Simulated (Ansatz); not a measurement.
System: interstitial Li in diamond (charge state +1). The step: Li moves alone to another site; the atom moves 1.55 Å along (-0.25, 0.25, -0.25) of the unit cell; the moving atom starts with neighbours 4 C at 1.63, 6 C at 1.84 Å and ends with 4 C at 1.63, 6 C at 1.84 Å. DFT values are from Ansatz (plane-wave PAW, 420 eV unless said) in a cell of 64 host sites, spin-restricted, static, with no finite-size correction. The host's phase is taken as given; its stability against other phases was not computed. The charge state is imposed; whether it is stable for some Fermi level was not computed. Sites that were not tried may lie lower. For the PBE band: the check of the saddle point's order was inconclusive, and it lies on a symmetry element of the cell, where a band can be held.

| Level | Forward barrier (eV) | Cost of the band or of the saddle's single point |
|---|---|---|
| CHGNet universal potential (has no charge state), its own band | 1.87 | - |
| PBE, a 2×2×2 k-point mesh shifted by half a step, band relaxed | 1.85 | roughly 20 core-minutes |
| PBE, a 3×3×3 k-point mesh shifted by half a step, same geometries | 1.85 | about 80 core-seconds (a rough figure) |
| r2SCAN at 500 eV, a 2×2×2 k-point mesh shifted by half a step, same geometries | [?] | about 60 core-seconds (a rough figure) |

**Question.** Some entries are withheld; supply them.

**Answer.** 
- r2SCAN at 500 eV, a 2×2×2 k-point mesh shifted by half a step, same geometries, Forward barrier (eV): 1.91

Ansatz is a quantum-chemistry and plane-wave program.
